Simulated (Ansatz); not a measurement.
Rh, response to strain

Start from Rh in the fcc (Cu type) structure (space group Fm-3m, No. 225; relaxed with 0.1 eV smearing).

```
CELL_PARAMETERS angstrom
      0.00000     1.90077     1.90077
      1.90077     0.00000     1.90077
      1.90077     1.90077     0.00000
ATOMIC_POSITIONS crystal
  Rh 0.00000 0.00000 0.00000
```

Cartesian axes are those of the cell as printed.

Strains are applied to the cell and any free atomic positions relax.

The values are results of Ansatz (an electronic-structure program) r2SCAN, scalar-relativistic without spin-orbit coupling, not measurements.

Notes on the quantities. pressure: mean of the normal stresses, compression positive; energy relative to the base: free energy F.

```json
[
 {"variant": "base", "pressure": "0.0 GPa", "energy relative to the base": "0 meV/atom", "volume per atom": "13.73 Å³"},
 {"variant": "uniaxial strain ε_zz = +0.50 %", "pressure": "?", "energy relative to the base": "+0.5 meV/atom", "volume per atom": "13.80 Å³"},
 {"variant": "uniaxial strain ε_zz = +1.00 %", "pressure": "-2.7 GPa", "energy relative to the base": "+1.9 meV/atom", "volume per atom": "13.87 Å³"},
 {"variant": "uniaxial strain ε_zz = +1.50 %", "pressure": "-4.0 GPa", "energy relative to the base": "?", "volume per atom": "13.94 Å³"},
 {"variant": "uniaxial strain ε_zz = +2.00 %", "pressure": "-5.2 GPa", "energy relative to the base": "+7.3 meV/atom", "volume per atom": "14.01 Å³"},
 {"variant": "uniaxial strain ε_zz = +2.50 %", "pressure": "-6.4 GPa", "energy relative to the base": "?", "volume per atom": "14.08 Å³"},
 {"variant": "uniaxial strain ε_zz = +3.00 %", "pressure": "-7.5 GPa", "energy relative to the base": "?", "volume per atom": "14.15 Å³"}
]
```

Some entries are withheld; estimate them.


- uniaxial strain ε_zz = +0.50 %, pressure: -1.4 GPa
- uniaxial strain ε_zz = +1.50 %, energy relative to the base: +4.1 meV/atom
- uniaxial strain ε_zz = +2.50 %, energy relative to the base: +11 meV/atom
- uniaxial strain ε_zz = +3.00 %, energy relative to the base: +16 meV/atom

No phonon test of stability was made. All final runs are without spin polarisation. Rh lies near a magnetic instability that expansion can trigger; it was not tested.
